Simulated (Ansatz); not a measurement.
Input and output of a self-consistent single point for Cs2InCuF6 (Fm-3m, 10 atoms in the cell) (Ansatz, a first-principles code)

Level of theory: PBE (plane waves, PAW; Ansatz).

Input as run:

Ansatz 0.2 input:
```yaml
# Cs2InCuF6
crystal:
  lattice:
    - [0.000000, 4.307677, 4.307677]
    - [4.307677, 0.000000, 4.307677]
    - [4.307677, 4.307677, 0.000000]
  atoms:
    - { symbol: Cs, position_ang: [2.153838, 2.153838, 2.153838] }
    - { symbol: Cs, position_ang: [6.461515, 6.461515, 6.461515] }
    - { symbol: Cu, position_ang: [4.307677, 4.307677, 4.307677] }
    - { symbol: In, position_ang: [0.000000, 0.000000, 0.000000] }
    - { symbol: F, position_ang: [2.161592, 4.307677, 4.307677] }
    - { symbol: F, position_ang: [6.453762, 4.307677, 4.307677] }
    - { symbol: F, position_ang: [4.307677, 2.161592, 4.307677] }
    - { symbol: F, position_ang: [4.307677, 6.453762, 4.307677] }
    - { symbol: F, position_ang: [4.307677, 4.307677, 2.161592] }
    - { symbol: F, position_ang: [4.307677, 4.307677, 6.453762] }
kpoints:
  mp_grid:
    grid: [6, 6, 6]
hamiltonian:
  xc: pbe
  pseudopotentials:
    kind: paw
scf:
  occupations:
    method: fermi_dirac
    width: 0.05
output:
  forces: true
  eigenvalues: true
  stress: true
```

Log, with long lists cut:

```
WARN the atoms were moved onto the symmetric positions of the space group found under crystal.symmetry.tolerance 1.0e-5 (fractional …
WARN basis.ecutwfc = 420 eV, the default
WARN ansatz: RAYON_NUM_THREADS=1 ignored (pool sized by the plan → 1); use --threads N
Pseudopotentials: kind: paw
Pseudopotential: Cs, paw, valence charge 9
Pseudopotential: Cu, paw, valence charge 19
Pseudopotential: In, paw, valence charge 13
Pseudopotential: F, paw, valence charge 7
Crystal: 10 atoms, lattice volume = 159.867 Å³
Basis set: ecut = 420 eV, 3119 PW (Γ), exchange–correlation on 90×90×90 points (8 copies of the dense FFT grid, shifted against one another)
Bands: 56, of which v1, the nominal top of the filled ones, is band 46 counted from 1 (45 counted from 0)
Symmetry: 48 space group operations
Space group: Fm-3m (ITA 225), of the structure as read, at distance tolerance 5.4e-5 Å
k-points: 16 of 216
Initial density: superposition of atomic densities (neutral atoms: chi_scale 0, normalization atom), corrected by the library's trained network
Initial wavefunctions: pseudopotential atomic-orbital guess
Eigensolver: davidson
Functional: x = pbe(κ = 0.804, μ = 0.2195149727645171), c = pbe(β = 0.06672455060314922)
SCF iter   1: F=—  HF=-28420.792166 eV  |F-HF|=—  |Δ(HF+E_count)|=         —  Δρ=1.47e-2  dr2=3.09e-1  ethr=1.77e-3  ⟨swp⟩=6.7  Hψ=3573  notcnv=0  defer=24
all-band conjugate gradients solve this SCF's bands
preconditioner: auto → Resta (q_TF=auto, 2.488 Å⁻¹)
SCF iter   2: F=—  HF=-28420.860652 eV  |F-HF|=—  |Δ(HF+E_count)|=   6.85e-2  Δρ=3.04e-2  dr2=1.09e0  ethr=3.36e-4  ⟨swp⟩=2.9  Hψ=1903  notcnv=0  defer=58  recentre
preconditioner: auto → LDOS
SCF iter   3: F=—  HF=-28420.764374 eV  |F-HF|=—  |Δ(HF+E_count)|=   9.63e-2  Δρ=9.27e-3  dr2=1.21e-1  ethr=3.36e-4  ⟨swp⟩=2.3  Hψ=1884  notcnv=0  defer=54
SCF iter   4: F=—  HF=-28420.748136 eV  |F-HF|=—  |Δ(HF+E_count)|=   1.62e-2  Δρ=6.02e-4  dr2=2.77e-4  ethr=1.32e-4  ⟨swp⟩=2.0  Hψ=1185  notcnv=0  defer=58
SCF iter   5: F=—  HF=-28420.748210 eV  |F-HF|=—  |Δ(HF+E_count)|=   7.42e-5  Δρ=3.58e-4  dr2=1.28e-4  ethr=3.01e-7  ⟨swp⟩=2.0  Hψ=1559  notcnv=0  defer=58
SCF iter   6: F=—  HF=-28420.748251 eV  |F-HF|=—  |Δ(HF+E_count)|=   4.06e-5  Δρ=1.80e-4  dr2=6.74e-5  ethr=1.39e-7  ⟨swp⟩=2.0  Hψ=1230  notcnv=0  defer=58
SCF iter   7: F=—  HF=-28420.748361 eV  |F-HF|=—  |Δ(HF+E_count)|=   1.10e-4  Δρ=2.23e-5  dr2=9.14e-7  ethr=7.32e-8  ⟨swp⟩=1.6  Hψ=1020  notcnv=0  defer=58
SCF iter   8: F=—  HF=-28420.748360 eV  |F-HF|=—  |Δ(HF+E_count)|=   2.22e-7  Δρ=1.81e-5  dr2=3.77e-7  ethr=9.94e-10  ⟨swp⟩=2.1  Hψ=1383  notcnv=0  defer=58
SCF iter   9: F=-28420.748360 eV  HF=-28420.748360 eV  |F-HF|=1.11e-7  |Δ(HF+E_count)|=   4.03e-8  Δρ=8.53e-6  dr2=9.95e-8  ethr=1.09e-10  ⟨swp⟩=9.8  Hψ=3648  notcnv=0
SCF 1 converged in 9 iterations: F = -28420.748360 eV  dr2 = 9.95e-8
SCF converged after 9 iterations
Free energy (F): -28420.748360 eV
Harris-Foulkes:  -28420.748360 eV  (|F-HF|=1.11e-7)
Internal energy: -28420.737831 eV  (E = F + TS)
E sigma→0 (E₀):  -28420.743096 eV
Entropy (-TS):   -0.010529 eV (-1.053 meV/atom)
Fermi energy:    8.666289 eV
--- Per-component energies (eV) ---
  E_band       = -671.361946
  E_kinetic    = 2074.644579
  E_local      = -11359.426693  (includes V_loc(G=0)·N_el)
  E_nonlocal   = 1286.946237
  E_hartree    = 4822.605298
  E_xc         = -1131.435623
  E_vxc        = -1080.630885  (∫ρ·V_xc dr)
  E_paw        = -17179.826398  (= ΣΔE_a)
  E_vpaw       = -1238.145489  (= ΣTr[D̂ρ^β])
  E_aug_tail   = 0.012183  (compensation charges beyond the density's cutoff)
  E_ewald      = -6934.257415
  E_smearing   = -0.010529  (= −TS)
  E_closure    = -0.000000  (closes the sum)
  Σ components = -28420.748360   (vs F -28420.748360, Δ=0.00e0)
--- Forces (eV/Å), atoms counted from 1 ---
  atom   1  Cs     0.00000000     0.00000000     0.00000000
  atom   2  Cs     0.00000000    -0.00000000    -0.00000000
  atom   3  Cu     0.00000000    -0.00000000    -0.00000000
  atom   4  In     0.00000000    -0.00000000     0.00000000
  atom   5  F     -0.39384769    -0.00000000    -0.00000000
  atom   6  F      0.39384769     0.00000000    -0.00000000
  atom   7  F      0.00000000    -0.39384769     0.00000000
  atom   8  F     -0.00000000     0.39384769     0.00000000
  atom   9  F      0.00000000    -0.00000000    -0.39384769
  atom  10  F      0.00000000    -0.00000000     0.39384769
  max |Σ_I F_I| component: 2.22e-16 eV/Å
--- Stress (GPa, compression-positive) ---
        5.775045       0.000000       0.000000
        0.000000       5.775045       0.000000
       -0.000000       0.000000       5.775045
  P = ⅓ Tr σ = 5.7750 GPa (57.750 kbar)
  The stress holds the Pulay correction. Without it, at fixed plane waves, as pw.x and ABINIT print it: P = 5.2773 GPa
--- Band table (eV; the first three rows and the last of 16) ---
  k-point 0: bands = ["-101.9907", "-59.4369", "-59.4369", "-59.4369", "-15.8516", "-15.4111", "-15.4111", "-15.4111", "-15.3965", "-15.3965", "-12.5114", "-12.4831", "-6.6271", "-6.6271", "-6.6271", "-6.5534", "-6.5534", "-0.3963", "-0.3963", [...]
  k-point 1: bands = ["-101.9907", "-59.4369", "-59.4369", "-59.4369", "-15.8206", "-15.4367", "-15.4240", "-15.4240", "-15.3840", "-15.3840", "-12.5218", "-12.4955", "-6.6263", "-6.6263", "-6.6240", "-6.5555", "-6.5555", "-0.3301", "-0.3301", [...]
  k-point 2: bands = ["-101.9907", "-59.4369", "-59.4369", "-59.4369", "-15.7378", "-15.5087", "-15.4376", "-15.4376", "-15.3715", "-15.3715", "-12.5400", "-12.5228", "-6.6247", "-6.6247", "-6.6179", "-6.5597", "-6.5597", "-0.1640", "-0.1640", [...]
  k-point 15: bands = ["-101.9907", "-59.4370", "-59.4369", "-59.4369", "-15.6220", "-15.5541", "-15.4475", "-15.4294", "-15.4215", "-15.3783", "-12.5627", "-12.5530", "-6.6211", "-6.6194", "-6.6160", "-6.5834", "-6.5575", "-0.0502", "0.0641", [...]
```

The run converged in 9 iterations.

The starting cell was generated: these elements placed on a structure prototype, without a prior relaxation; it need not be a known phase or ordering of this composition. Spin polarisation is off, so a magnetic state, if there is one, cannot be reached. With a pressure of about 6 GPa the cell is away from its equilibrium volume at this level. Ansatz's pressure includes its estimate of the finite-basis (Pulay) stress. The run gives no clean gap (levels at the Fermi energy touch, overlap or are partly filled at this smearing), which alone does not show that the compound is a metal.
